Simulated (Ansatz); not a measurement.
The starting structures come from a database of crystals and need not be the phases stable at ambient conditions.

 Where the default PAW files enter, the runs use the earlier of Ansatz's two default sets.

Evanescent states of Ca$_{3}$AsCl$_{3}$ (Pm-3m, not sure to be the ambient phase, 7 atoms a cell, 27.2 Å³ an atom) along the normal of (001)

Level of theory: r2SCAN (plane waves, PAW; Ansatz, a first-principles code).

The gap is the functional's own, uncorrected, and κ follows it; spin-orbit coupling is left out. Mid-gap values are interpolated between the computed energies.

Energies count from the valence-band top; κ is the least over a 6×6 mesh across the current.

```tsv
E (eV)	κ (1/Å)	where
0.06	0.061	Γ
0.18	0.103	Γ
0.30	0.129	Γ
0.42	0.149	Γ
0.54	…	Γ
0.66	…	Γ
0.78	…	Γ
0.90	…	Γ
1.02	…	Γ
1.14	…	Γ
1.26	…	Γ
1.38	…	Γ
1.50	…	Γ
1.62	…	Γ
1.74	0.183	Γ
1.86	0.160	Γ
1.98	0.131	Γ
2.10	0.088	Γ
```

Question: Fill in the missing entries.

Answer: 
- 0.54, κ (1/Å): 0.164
- 0.66, κ (1/Å): 0.177
- 0.78, κ (1/Å): 0.187
- 0.90, κ (1/Å): 0.195
- 1.02, κ (1/Å): 0.202
- 1.14, κ (1/Å): 0.207
- 1.26, κ (1/Å): 0.211
- 1.38, κ (1/Å): 0.214
- 1.50, κ (1/Å): 0.216
- 1.62, κ (1/Å): 0.202
